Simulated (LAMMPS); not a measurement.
Consider a free-standing liquid film of Zr, 2400 atoms, at 2450 K in molecular dynamics.

All values are model results, not measurements: classical MD, pair style eam/fs, file Zr_mm.eam.fs (LAMMPS).

```yaml
surface_tension: 1.14 ± 0.02 N/m
excess_potential_energy_of_the_surface: 1.5 J/m²
number_density_in_the_middle: 0.0392 Å⁻³
cost: roughly 7 core-minutes
```

Potential: file Zr_mm.eam.fs of the LAMMPS distribution; its header cites Mendelev and  Ackland, Phil Mag Lett 87, 349-359 (2007).

The ± values are statistical; the model's systematic error is not in them.
